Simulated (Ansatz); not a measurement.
The starting structures come from a database of crystals and need not be the phases stable at ambient conditions.

By PBEsol, the system below comes out a metal.

Crystal: LiPb (Pm-3m, CsCl type, not sure to be the ambient phase, 2 atoms a cell, 21.9 Å³ an atom); planes in its conventional cell.

Method: PBEsol (plane waves, PAW; Ansatz, a program for electronic structure).

Ballistic conductance counts the channels of both spins, as a mean over 0.1 eV about the Fermi level; spin-orbit coupling is left out.

```tsv
plane	area (Å²)	G/A (10¹⁵ S/m²)
(001)	12.4	0.75
(110)	17.6	…
(111)	21.5	…
```

Complete the blanks.


- (110), G/A (10¹⁵ S/m²): 0.89
- (111), G/A (10¹⁵ S/m²): 0.98
